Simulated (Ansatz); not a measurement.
Given:

```yaml
crystal:
  lattice:
    - [2.82961, 0.00000, 0.00000]
    - [1.41481, 2.45052, 0.00000]
    - [1.41481, -0.81684, 2.42243]
  atoms:
    - { symbol: Ag, position: [0.00000, 0.00000, 0.00000] }
```

No spin polarisation.

Level of theory: plane-wave PAW DFT at the r2SCAN level (Ansatz, an electronic-structure program, 500 eV), no SOC. Settings: 28×28×28 k-points, 0.1 eV Fermi–Dirac smearing.

Task: Predict the in-plane stress and space group.

Result: 
- Mean in-plane stress (compression positive) = +5.3 GPa
- Space group = R-3m (No. 166)

The cells carry an imposed strain or load. Whether these cells are dynamically stable was not tested. The cell was made from Ag in the fcc (Cu type) structure (space group Fm-3m, No. 225) by this change: biaxial strain −2.50 %, plane normal [111], relaxed out of plane.
